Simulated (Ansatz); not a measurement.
Take SrTe in the rock salt structure (space group Fm-3m, No. 225; a = 6.719 Å) as the base.

Method: plane-wave PAW DFT at the PBE level (Ansatz, a quantum-chemistry and plane-wave program, 420 eV), spin-orbit coupling left out.

For the base:

```
Property                       Value
-------------------  ---------------
Smallest direct gap          2.50 eV
Gap character        indirect, Γ → X
```

Perturbation: the cell is scaled by 0.9700 in all directions, atoms relaxed at fixed cell.

**Question.** How does this affect the energy relative to the base?

**Answer.** The energy rises by 34 meV/atom.

**Question.** What happens to the mean gap deformation potential ΔEg/Δln V?

**Answer.** The mean gap deformation potential ΔEg/Δln V is +2.7 eV.

**Question.** What happens to the smallest direct gap?

**Answer.** The smallest direct gap decreases by 0.18 eV, from 2.50 eV to 2.32 eV.

**Question.** Predict the new gap character.

**Answer.** The gap character stays indirect, Γ → X.

With Te present, leaving out spin-orbit coupling can change the band edges. The cells carry an imposed strain or load. Whether these cells are dynamically stable was not tested.
